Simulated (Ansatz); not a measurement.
Worked example: self-consistent single point of Nb (Im-3m, 1 atom in the cell) in Ansatz (a quantum-chemistry and plane-wave program).

Level of theory: PBE (plane waves, PAW; Ansatz).

```
Nb
1.0
   -1.65825     1.65825     1.65825
    1.65825    -1.65825     1.65825
    1.65825     1.65825    -1.65825
Nb
1
Direct
  0.00000   0.00000   0.00000
```

Reference input (self-consistent single point, DFT, PBE, plane waves, default PAW files): basis.ecutwfc = 30.9 Ry; kpoints.mp_grid.grid = 14 14 14; hamiltonian.xc = pbe; hamiltonian.pseudopotentials = {kind: paw} (the program's default PAW files); scf.occupations.method = fermi_dirac; scf.occupations.width = 0.0073 Ry. This run's input differs from it in these lines:

Ansatz 0.2 input:
```diff
@@ -10,3 +10,3 @@
 kpoints:
-  mp_grid: { grid: [14, 14, 14] }
+  mp_grid: { grid: [23, 23, 23] }
 hamiltonian:
@@ -15,3 +15,3 @@
 scf:
-  occupations: { method: fermi_dirac, width: 0.0073 Ry }
+  occupations: { method: cold, width: 0.0015 Ry }
 output:
```

The program printed (abridged):

```
SCF iter   1: F=—  HF=-4552.284484 eV  |F-HF|=—  |Δ(HF+E_count)|=         —  Δρ=3.19e-3  dr2=1.38e-3  ethr=1.77e-3  ⟨swp⟩=5.7  Hψ=23830  notcnv=0
all-band conjugate gradients solve this SCF's bands
preconditioner: auto → none
SCF iter   2: F=—  HF=-4552.284333 eV  |F-HF|=—  |Δ(HF+E_count)|=   1.50e-4  S|Δr|=    0.00e0  Δρ=1.27e-3  dr2=1.36e-4  ethr=1.06e-5  ⟨swp⟩=2.7  Hψ=9995  notcnv=0  defer=115
SCF iter   3: F=—  HF=-4552.284352 eV  |F-HF|=—  |Δ(HF+E_count)|=   1.84e-5  S|Δr|=    0.00e0  Δρ=4.15e-4  dr2=1.54e-5  ethr=1.04e-6  ⟨swp⟩=1.0  Hψ=3833  notcnv=0  defer=116
SCF iter   4: F=—  HF=-4552.284355 eV  |F-HF|=—  |Δ(HF+E_count)|=   2.99e-6  S|Δr|=    0.00e0  Δρ=2.83e-5  dr2=3.69e-8  ethr=7.69e-10  ⟨swp⟩=5.2  Hψ=16749  notcnv=0
SCF iter   5: F=-4552.284355 eV  HF=-4552.284355 eV  |F-HF|=5.53e-10  |Δ(HF+E_count)|=   1.41e-8  S|Δr|=    0.00e0  Δρ=4.65e-6  dr2=1.13e-9  ethr=2.84e-10  ⟨swp⟩=2.0  Hψ=13543  notcnv=0
SCF 1 converged in 5 iterations: F = -4552.284355 eV  dr2 = 1.13e-9
Stability not checked (fill_not_monotonic)
Free energy (F): -4552.284355 eV
Internal energy: -4552.284533 eV  (E = F + TS)
E sigma→0 (E₀):  -4552.284414 eV
Entropy (-TS):   0.000179 eV (0.179 meV/atom)
Fermi energy:    17.504245 eV
--- Forces (eV/Å), atoms counted from 1 ---
  atom   1  Nb    -0.00000000     0.00000000    -0.00000000
--- Stress (GPa, compression-positive) ---
       -1.353773      -0.000000       0.000000
        0.000000      -1.353773      -0.000000
       -0.000000      -0.000000      -1.353773
  P = ⅓ Tr σ = -1.3538 GPa (-13.538 kbar)
  The stress holds the Pulay correction. Without it, at fixed plane waves, as pw.x and ABINIT print it: P = -1.3830 GPa
```

The run converged in 5 iterations. Against the reference run the free energy goes up by 21.3 meV/atom and the pressure goes from -0.53 to -1.35 GPa.

The starting cell has typed, rounded lattice constants, without a prior relaxation at this level. Its lattice was rescaled by up to half a per cent. Spin polarisation is off. Ansatz's pressure includes its estimate of the finite-basis (Pulay) stress.
